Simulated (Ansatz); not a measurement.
Consider SiO$_{2}$ in the rutile structure (space group P4_2/mnm, No. 136; a = 4.1946 Å, c = 2.6785 Å).

Modification: every Si is replaced by Ti, then cell and atoms are relaxed.

Levels (all Ansatz, a quantum-chemistry and plane-wave program, PAW): PBEsol (420 eV, no SOC); r2SCAN (500 eV, no spin-orbit coupling); HSE06 (420 eV, no spin-orbit coupling).

One geometry, relaxed with PBEsol, under each level:

```json
[
 {"level": "PBEsol", "band gap": "1.87 eV", "lowest conduction level above the VBM at special points": "Γ 1.87 eV; M 1.90 eV; R 1.91 eV; X 2.55 eV", "pressure": "0.00 GPa"},
 {"level": "r2SCAN", "band gap": "2.24 eV", "lowest conduction level above the VBM at special points": "Γ 2.24 eV; M 2.28 eV; R 2.30 eV; X 2.93 eV", "pressure": "2.00 GPa"},
 {"level": "HSE06", "band gap": "3.40 eV", "lowest conduction level above the VBM at special points": "Γ 3.40 eV; M 3.42 eV; R 3.45 eV", "pressure": "–"}
]
```

Single points use the geometry relaxed with PBEsol. Their cutoffs differ, which shifts pressures a little. Stability against distortions was not tested. The final runs are not spin-polarised.
